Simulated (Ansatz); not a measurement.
**Ba under a change: pressure 9 GPa**

Take Ba in the bcc (W type) structure (space group Im-3m, No. 229; a = 5.069 Å) as the base.

The change: a hydrostatic pressure of 9 GPa.

Level of theory: Ansatz (an electronic-structure program) r2SCAN, without spin-orbit coupling. Γ-centred 13×13×13 mesh, Fermi–Dirac width 0.05 eV.

The volume per atom shrinks by 27.798 Å³ to 37.32 Å³ and the density grows by 2.61 g/cm³, from 3.50 g/cm³ to 6.11 g/cm³. The shortest interatomic distance decreases by 0.7435 Å, from 4.390 Å to 3.646 Å and the enthalpy H = E + PV relative to the base's energy comes out as +2.67 eV/atom. The band gap is still zero.

Cost of the whole job for the changed cell (relaxation, final SCF and bands): around 22 core-seconds (rough).

Load acts through the strain it causes; cell and atoms are relaxed under it. Stability against distortions was not tested. Measured, Ba leaves this structure (for hcp) near 5.5 GPa (temperature not stated; as listed in Olga Degtyareva, NATO science for peace and security series. B, Physics and biophysics (2010)).
